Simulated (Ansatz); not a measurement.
## PbI2 (P6₃mc, No. 186)

Calculation: LDA in Ansatz (PAW).

Settings: plane-wave cutoff 520 eV, 12×12×4 k mesh (along the axes of the cell as run), Fermi–Dirac smearing 0.01 eV, scalar-relativistic PAW data made under PBE.

Cell (relaxed at this level):

```
PbI2
1.0
    4.46485     0.00000     0.00000
   -2.23242     3.86667     0.00000
    0.00000     0.00000    13.64080
Pb I
2 4
Direct
  0.33333   0.66667   0.99999
  0.66667   0.33333   0.49999
  0.33333   0.66667   0.36325
  0.66667   0.33333   0.86325
  0.00000   0.00000   0.63676
  0.00000   0.00000   0.13676
```

| Quantity | Result |
|---|---|
| band gap | 1.93 eV (on the SCF k mesh) |
| bulk modulus B0 | 16.6 GPa |

Note: the bulk modulus is −V dP/dV from two relaxed cells at ±2 % in volume; the volume lies 6 % below that of the published cell.

Spin–orbit coupling is not included; with these elements it can move the gap by several tenths of an eV or more.

Computing time: around 6 core-minutes (rough).

Ansatz is a quantum-chemistry and plane-wave program.
